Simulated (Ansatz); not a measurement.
The structure below was relaxed with r2SCAN (Ansatz, an electronic-structure program), spin-orbit coupling left out, at pressure 15 GPa.

```xyz
3
Lattice="-1.5663 1.5663 3.8443 1.5663 -1.5663 3.8443 1.5663 1.5663 -3.8443" Properties=species:S:1:pos:R:3 pbc="T T T"
Mo     0.0000     0.0000     0.0000
Si     0.0000     0.0000     2.5709
Si     0.0000     0.0000     5.1178
```

Q: Find the space group and the Wyckoff positions.

A: Space group I4/mmm (No. 139); a = b = 3.1327 Å, c = 7.6886 Å, α = β = γ = 90.00°

| atom | site | symmetry | x | y | z |
|---|---|---|---|---|---|
| Mo | 2a | 4/mmm | 0.0000 | 0.0000 | 0.0000 |
| Si | 4e | 4mm | 0.0000 | 0.0000 | 0.3344 |

Q: Describe the coordination.

A: The crystal has 6 atoms in its conventional cell. Cell: a = b = 3.133 Å, c = 7.689 Å, α = β = γ = 90.00°. Mo has 10 Si at 2.555–2.571 Å and 4 Mo at 3.133 Å. Si is surrounded by 5 Si at 2.547–2.567 Å and 5 Mo at 2.555–2.571 Å. (Neighbours: up to the widest gap in distance over summed covalent radii, below 1.35, at either atom; cation-cation and far metal-metal contacts left out.)

The mesh was chosen for an insulator and is coarse for the gapless case. Load acts through the strain it causes; cell and atoms are relaxed under it. No phonon test of stability was made. Competing high-pressure phases were not computed. The final runs are not spin-polarised. The cell was made from MoSi2 (space group I4/mmm, No. 139) by this change: pressure 15 GPa.
